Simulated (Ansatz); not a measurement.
## How far a parabola holds: energy against volume of CsCl-type AuZn (cubic form, which distorts at low temperature)

System: CsCl-type AuZn (cubic form, which distorts at low temperature). Method: PBE in Ansatz (plane waves, PAW). Numerical settings: plane-wave cutoff 520 eV, 18×18×18 k mesh, Fermi–Dirac smearing 0.05 eV, scalar-relativistic PAW data made under PBE. The cell has no free parameter but its volume, all volumes share cutoff and mesh, and the runs aren't spin-polarised. Energies are free energies at the run's smearing, counted from the lowest row; static lattice.

```
V (Å³/atom)  E (meV/atom)
-----------  ------------
15.207                  ?
15.531              10.30
15.854               2.45
16.178               0.00
16.501               2.28
16.825               8.71
```

Using a parabola, estimate the missing E at V = 15.207 from the other rows, showing the fit.

With u = V - 16.2, the rows have u = -0.6690, -0.3460, -0.0220, 0.3010, 0.6250. Least squares gives E = -0.020 - 0.0313·u + 22.7211·u². Residuals (row less fit): 0.130, -0.261, 0.008, 0.251, -0.126; standard error 0.286 (degrees of freedom: 2). The fitted curve has its minimum at V = 16.2, where E = -0.02. Its curvature is d²E/dV² = 2 × 22.7211 meV/Å⁶, so B = V0·d²E/dV² × 0.1602 = 118 GPa. At the withheld row, u = -0.9930, so E = -0.020 - 0.0313 × (-0.9930) + 22.7211 × (-0.9930)² = 22.415 meV/atom. The calculation gives 24.28 meV/atom, 1.865 meV/atom above the prediction (7.7 % of the range of E in the table). The row lies outside the fitted rows, so this is an extrapolation. From the scatter of the fitted rows alone, a prediction at this place has a standard error of 0.678 meV/atom, so the miss is 2.8 times that.

The residuals are curvature that a parabola lacks, not noise. A solid that stiffens under compression and softens on expansion lies above the parabola at the compressed end and under it at the expanded end, as this row does. A third-order Birch-Murnaghan fit to the whole scan has B0 = 117 GPa. Only scans are tabulated whose curvature falls smoothly with volume, and where the parabola meets the shown rows within 5 % of their range and misses the end by 0.1 meV or more.

Measured, for comparison: bulk modulus 131 GPa (temperature not stated, not corrected to a static lattice; as tabulated in Nepal et al. (2020), arXiv:2007.11150). Computed less measured: bulk modulus -11 %.

Note: symmetry holds this phase in the static calculation, where it need not be a minimum.

Spin–orbit coupling is not included; it can shift volumes and moduli of such heavy elements.

Ansatz is a quantum-chemistry and plane-wave program.
